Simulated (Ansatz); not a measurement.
## Effective masses and thermopower of InP under load (space group I-4m2)

Data:

```
InP
1.0
    0.00000     2.92255     3.04549
    2.92255     0.00000     3.04549
    2.92255     2.92255     0.00000
In P
1 1
Cartesian
  0.00000   0.00000   0.00000
  1.46128   1.46128   1.52274
```

Computed with r2SCAN with spin-orbit coupling, rigid bands (plane waves, PAW; Ansatz, a quantum-chemistry and plane-wave program). Condition of this run: uniaxial stress zz = -2 GPa (compression positive) (the target of the relaxation). Geometry: cell and atoms relaxed with r2SCAN, then loaded as said.

```json
{
  "band_gap": "0.87 eV",
  "electron conductivity mass (300 K, dilute)": "0.077 (x), 0.077 (y), 0.085 (z) mₑ",
  "hole conductivity mass (300 K, dilute)": "0.40 (x), 0.40 (y), 0.55 (z) mₑ",
  "effective density of states N_c (300 K)": "5.4e17 cm⁻³",
  "effective density of states N_v (300 K)": "1.1e19 cm⁻³",
  "density_of_states_mass_electrons": "0.077 mₑ",
  "density_of_states_mass_holes": "0.56 mₑ",
  "Seebeck coefficient, n-type 1e19 cm⁻³, 300 K": "-54 μV/K",
  "Seebeck coefficient, p-type 1e19 cm⁻³, 300 K": "286 μV/K",
  "best p-type power factor at 300 K for τ = 10 fs (best axis; densities from 1e16 to 1e21 cm⁻³ tried, whether or not they can be reached)": "10.2 μW/(cm·K²) at 3e20 cm⁻³"
}
```

Rigid bands; masses and Seebeck coefficients take one relaxation time τ for all states and one kind of carrier; polarons and phonon drag are left out.
